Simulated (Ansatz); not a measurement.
# How far PBE and PBEsol part for hypothetical anatase SrBr2, isotropic strain +4.21 %

Consider SrBr$_{2}$ in the anatase structure (space group I4_1/amd, No. 141; a = 6.0426 Å, c = 14.5087 Å; a hypothetical phase, not in the database extracts checked).

(Cell as relaxed with PBE.)

Levels (all Ansatz, an electronic-structure program, PAW): PBE (420 eV, no SOC); PBEsol (420 eV, without spin-orbit coupling).

Each level relaxes its own structure.

```tsv
base	PBE	PBEsol
volume per atom	44.15 Å³	41.75 Å³
lattice parameter a	6.043 Å	5.943 Å
band gap	4.60 eV	4.64 eV
```

Modification: an isotropic linear strain of +4.21 %; the atoms relax in the strained cell.

| quantity | PBE | PBEsol |
|---|---|---|
| electron mass | 0.46 mₑ along c, 0.39 mₑ across (at Γ) | [?] |
| shift of the gap caused by the change | -0.27 eV | [?] |
| gap character | indirect, Γ–X (89 % along) → Γ | [?] |
| energy relative to the base (free energy F) | +32 meV/atom | [?] |

Task: What does PBEsol give?

Result: 
- electron mass, PBEsol: 0.44 mₑ along c, 0.37 mₑ across (at Γ)
- shift of the gap caused by the change, PBEsol: -0.24 eV
- gap character, PBEsol: indirect, Γ–X (89 % along) → Γ
- energy relative to the base (free energy F), PBEsol: +33 meV/atom

PBE's shift of the gap caused by the change lies 0.03 eV below PBEsol's; PBE's energy relative to the base lies 1.3 meV/atom below PBEsol's; the two agree on the gap character. Neither level is exact; PBEsol is the comparison here, not a measurement.

Masses are band curvatures over ±0.01 Å⁻¹ around the edge. No phonon test of stability was made.
